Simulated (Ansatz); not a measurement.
## HfO2 with two functionals, uniaxial strain ε_zz = +1.92 %

The parent structure is HfO2 (space group P4_2/nmc, No. 137; a = 3.605 Å, c = 5.265 Å). Axes: x, y, z lie along a, b, c of the conventional cell.

(Cell as relaxed with PBE.)

Levels (all Ansatz, an electronic-structure program, PAW, earlier PAW set): PBE (420 eV, no SOC); r2SCAN (500 eV, no spin-orbit coupling).

Each level relaxes its own structure.

```tsv
base	PBE	r2SCAN
volume per atom	11.40 Å³	11.10 Å³
lattice parameter a	6.812 bohr	6.760 bohr
band gap	4.67 eV	5.27 eV
```

Perturbation: uniaxial strain ε_zz = +1.92 %, all other strain components held at zero; the atoms relax in the strained cell.

```json
[
 {"quantity": "shortest interatomic distance", "PBE": "3.901 bohr", "r2SCAN": "___"},
 {"quantity": "band gap", "PBE": "4.69 eV", "r2SCAN": "___"},
 {"quantity": "smallest direct gap", "PBE": "4.75 eV", "r2SCAN": "___"},
 {"quantity": "stress (xx, yy, zz, yz, xz, xy; compression positive)", "PBE": "(-1.05, -1.05, -4.51, 0.00, 0.00, 0.00) GPa", "r2SCAN": "___"},
 {"quantity": "gap character", "PBE": "indirect, Z → Γ", "r2SCAN": "___"}
]
```

Predict the r2SCAN column.


- shortest interatomic distance, r2SCAN: 3.881 bohr
- band gap, r2SCAN: 5.28 eV
- smallest direct gap, r2SCAN: 5.34 eV
- stress (xx, yy, zz, yz, xz, xy; compression positive), r2SCAN: (-1.26, -1.26, -5.43, 0.00, 0.00, 0.00) GPa
- gap character, r2SCAN: indirect, Z → Γ

PBE's shortest interatomic distance lies 0.020 bohr above r2SCAN's (0.5 %); PBE's band gap lies 0.59 eV below r2SCAN's; PBE's smallest direct gap lies 0.597 eV below r2SCAN's; the two agree on the gap character. Neither level is exact; r2SCAN is the comparison here, not a measurement.

Spin-orbit coupling, missing from the scalar runs, can matter with Hf. Whether these cells are dynamically stable was not tested. This is not the structure that HfO2 has at room temperature and ambient pressure.
